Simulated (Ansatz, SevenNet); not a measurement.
**How the bulk modulus B0 of CsCl-type PdIn moves with the method**

No measured value is used here.

| level (code) | value (GPa) | cell (Å³/atom) |
|---|---|---|
| SevenNet-l3i5 | 115 | 18.12 |
| LDA (Ansatz) | ? | 16.61 |
| PBE (Ansatz) | 109 | 18.06 |
| rVV10 (Ansatz) | 103 | 18.47 |
| r²SCAN+rVV10 (Ansatz) | 141 | 17.19 |
| B3LYP (VWN-RPA form) (Ansatz) | 104 | 18.51 |
| Hartree–Fock (Ansatz) | ? | 18.79 |

Problem. What belongs in the gaps?

Solution. 
- LDA (Ansatz, a quantum-chemistry and plane-wave program), value (GPa): 150
- Hartree–Fock (Ansatz), value (GPa): 100

The crystal itself was run without spin with LDA, PBE, rVV10, r²SCAN+rVV10, B3LYP (VWN-RPA form), Hartree–Fock; a magnetic state was not tried in these runs. Each level is taken at its own relaxed cell. Cutoffs and k meshes differ between the levels. Ansatz's density-functional and Hartree–Fock values are scalar-relativistic unless marked +SOC, with PAW data made under PBE.

Machine-learned potentials (SevenNet-l3i5) are trained on DFT data: a solid inside that data is no test of them.
